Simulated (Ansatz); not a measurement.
# Effect of pressure 10 GPa on SrO

Start from SrO in the rock salt structure (space group Fm-3m, No. 225; a = 5.195 Å).

One thing is altered: cell and atoms relaxed at a pressure of 10 GPa.

All numbers come from Kohn–Sham DFT with the PBE functional, run in Ansatz (a quantum-chemistry and plane-wave program) with PAW and 420 eV plane waves, no spin-orbit coupling. Γ-centred 11×11×11 mesh, Fermi–Dirac width 0.05 eV.

The volume per atom shrinks by 1.59 Å³ (17.52 Å³ → 15.93 Å³) and the density goes up by 0.49 g/cm³ to 5.40 g/cm³. The lattice parameter a drops by 0.307 bohr to 9.510 bohr and the shortest interatomic distance decreases by 0.1536 bohr (4.908 bohr → 4.755 bohr). The enthalpy H = E + PV relative to the base's energy comes out as +1.04 eV/atom and the band gap shrinks by 0.054 eV (3.33 eV → 3.27 eV). The gap character remains indirect, Γ → X and the smallest direct gap shrinks by 0.125 eV (3.42 eV → 3.30 eV). The mean gap deformation potential ΔEg/Δln V comes out as +0.6 eV and the width of the top valence band rises by 0.185 eV (1.05 eV → 1.24 eV). The electron mass becomes 1.2 mₑ along k, 0.38 mₑ across (at X) (base: 1.2 mₑ along k, 0.41 mₑ across (at X)) and the valley order (the lowest conduction-band minima on the path, energy above the VBM, named in the base's zone) becomes X along ⟨100⟩ 3.27 eV; Γ 4.50 eV (base: X along ⟨100⟩ 3.33 eV; Γ 3.79 eV).

Final structure:

```xyz
2
Lattice="0.0000 2.5162 2.5162 2.5162 0.0000 2.5162 2.5162 2.5162 0.0000" Properties=species:S:1:pos:R:3 pbc="T T T"
Sr     0.0000     0.0000     0.0000
O      2.5162     2.5162     2.5162
```

The program warned that an SCF state here may not be the lowest one. Load acts through the strain it causes; cell and atoms are relaxed under it. Masses are band curvatures over ±0.01 Å⁻¹ around the edge. Along k means along the line from Γ to the band edge. Whether these cells are dynamically stable was not tested. No other phases were tried under pressure.
